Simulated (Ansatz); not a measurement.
Defect migration in 2H silicon carbide: interstitial H, charge state -1. Method: PBE, PAW (plane waves to 420 eV; Ansatz, an electronic-structure program).

72-site cell at the relaxed PBE lattice, the Γ point alone, smearing 0.01 eV, spin-restricted, no finite-size correction. No zero-point or tunnelling terms. The host's phase is taken as given; its stability against other phases was not computed. The charge state is imposed; whether it is stable for some Fermi level was not computed. Sites that were not tried may lie lower.

Barriers: single points on a 2×2×2 k-point mesh shifted by half a step along c at the bands' geometries (they differ from the bands' own by up to 0.19 eV, and are uncertain by about as much).

The step: a direct jump of one H atom; the atom moves 2.53 Å along (0.00, 0.00, -0.50) of the unit cell; the moving atom starts with neighbours 3 C at 2.21, 3 C at 2.25; 3 Si at 1.80 Å and ends with 3 C at 2.21, 3 C at 2.25; 3 Si at 1.80 Å.

### Question
Estimate the migration barrier of this step that PBE, PAW returns for this input.

### Answer
2.47 eV, the same both ways. At the saddle the moving atom has neighbours 3 C at 1.89; Si at 1.83, 2 Si at 1.85 Å. The saddle point's order was not checked, and it lies on a symmetry element of the cell, where a band can be held.
